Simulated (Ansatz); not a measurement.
The starting structures come from a database of crystals and need not be the phases stable at ambient conditions.

By PBEsol, the system below comes out a metal.

The ballistic (Sharvin) conductance counts the channels at the Fermi level: G/A = (e²/h) × channels of both spins per area.

```
CuSc
1.0
    3.24087     0.00000     0.00000
    0.00000     4.58328     0.00000
    0.00000     2.29164     2.29164
Sc Cu
1 1
Cartesian
  1.62044   2.29164   0.00000
  0.00000   0.00000   0.00000
```

The cell is taken as given; by PBEsol it stands under a pressure of -2.7 GPa.

The current flows along the normal of the first two printed cell vectors, the (110) plane of the conventional cell. No spin-orbit coupling; the value is a mean over 0.1 eV about the Fermi level.

Estimate the ballistic conductance per area that PBEsol in Ansatz (a program for electronic structure) returns for this system.

0.78 × 10¹⁵ S/m² for both spins.
